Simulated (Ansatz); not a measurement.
Consider NaCl in the zinc blende structure (space group F-43m, No. 216; a = 6.254 Å; a hypothetical phase, not in the database extracts checked). Axes: x, y, z lie along the cube axes.

Calculations: Ansatz (a program for electronic structure), PBE, PAW, cutoff 420 eV, scalar-relativistic without spin-orbit coupling.

Strains are applied to the cell and any free atomic positions relax; under biaxial strain the out-of-plane vector relaxes too.

One change was made to it. Results:

The band gap shrinks by 0.12 eV, from 4.85 eV to 4.73 eV; the energy grows by 2.1 meV/atom.

### Question
Name the change that was made.
(A) biaxial strain −4.13 %, plane normal [001], relaxed out of plane
(B) tensor shear ε_xz = +0.69 %
(C) strain tensor (xx, yy, zz, yz, xz, xy) = (+0.37, −1.47, +3.09, +1.58, −0.86, +1.29) %
(D) tensor shear ε_xy = −1.74 %

### Answer
C, strain tensor (xx, yy, zz, yz, xz, xy) = (+0.37, −1.47, +3.09, +1.58, −0.86, +1.29) %. For comparison, the band gap in the other runs: tensor shear ε_xz = +0.69 % gives 4.83 eV; tensor shear ε_xy = −1.74 % gives 4.80 eV; biaxial strain −4.13 %, plane normal [001], relaxed out of plane gives 4.83 eV.

Stability against distortions was not tested.
